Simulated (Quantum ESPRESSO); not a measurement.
**Quick settings and what they miss: TiMo3 (Immm, 4 atoms in the cell)**

Self-consistent single point.

```
TiMo3
1.0
    1.59732     2.23108     4.51669
   -1.59732     2.23108     4.51669
   -1.59732    -2.23108     4.51669
Ti Mo
1 3
Direct
  0.00000   0.50000   0.50000
  0.75659   0.00000   0.75659
  0.24341   0.00000   0.24341
  0.50000   0.50000   0.00000
```

Method: PBEsol, GBRV 1.5 ultrasoft (PBESOL) pseudopotentials (plane waves; Quantum ESPRESSO).

Base settings: ecutwfc = 50 Ry; ecutrho = 400 Ry; occupations = smearing; smearing = gaussian; degauss = 0.0099958 Ry; potentials = {Ti: ti_pbesol_v1.4.uspp.F.UPF, Mo: mo_pbesol_v1.uspp.F.UPF}; K_POINTS = automatic 8 8 8 0 0 0; conv_thr = 1e-10 Ry; mixing_beta = 0.7.

Tight run (finer mesh or higher cutoff; not a proven limit): ecutwfc: 50 Ry → 70 Ry; ecutrho: 400 Ry → 560 Ry; conv_thr: 1e-10 Ry → 7.3e-11 Ry; K_POINTS: automatic 8 8 8 0 0 0 → automatic 11 11 11 0 0 0. It gave Fermi level (on the code's own zero) 18.58 eV; pressure -11.41 GPa; largest force (vector length) 0.067 eV/Å.

Quick runs, as changes from the base:
- A: the base itself
- B: ecutwfc: 50 Ry → 25 Ry; ecutrho: 400 Ry → 200 Ry; smearing: gaussian → marzari-vanderbilt; degauss: 0.0099958 Ry → 0.019992 Ry; K_POINTS: automatic 8 8 8 0 0 0 → automatic 2 2 2 0 0 0
- C: ecutwfc: 50 Ry → 30 Ry; ecutrho: 400 Ry → 240 Ry; K_POINTS: automatic 8 8 8 0 0 0 → automatic 6 6 6 0 0 0
- D: ecutwfc: 50 Ry → 30 Ry; ecutrho: 400 Ry → 240 Ry; conv_thr: 1e-10 Ry → 7.3e-06 Ry; K_POINTS: automatic 8 8 8 0 0 0 → automatic 3 3 3 0 0 0
- E: K_POINTS: automatic 8 8 8 0 0 0 → automatic 4 4 4 0 0 0
- F: ecutwfc: 50 Ry → 35 Ry; ecutrho: 400 Ry → 280 Ry; conv_thr: 1e-10 Ry → 7.3e-06 Ry; K_POINTS: automatic 8 8 8 0 0 0 → automatic 4 4 4 0 0 0

Energies are extrapolated to zero smearing width, which holds to low order in the width alone (under cold and Methfessel-Paxton smearing the free energy itself is taken).

Dashes: pressure of D, F, not trusted under this conv_thr with d or f elements.

The count of work is k-points × plane waves × bands × iterations; it is no time. Core times come from one kind of shared machine and are given to one figure; runs under 30 s give none.

The starting cell comes from a database of computed structures (which also holds hypothetical and non-ambient phases and stackings), without a prior relaxation at this level. Its lattice was rescaled by a random factor within 2.5 % of one. Spin polarisation is off. In the base run, with a pressure of about -12 GPa the cell is away from its equilibrium volume at this level.

```csv
run,energy less tight (meV/atom),pressure less tight (GPa),largest miss in a force vector (eV/Å),count of work / tight,core time / tight (rough)
A,1.9,-0.21,0.028,0.26,0.2
B,287.9,-7.38,0.253,0.0061,0.02
C,38.8,-1.78,0.052,0.051,0.07
D,89.3,–,0.311,0.0088,0.02
E,-3.1,-0.29,0.019,0.050,0.10
F,8.2,–,0.019,0.019,0.04
```

Among the runs at the tight run's level, the energy misses run from 1.9 to 287.9 meV/atom.
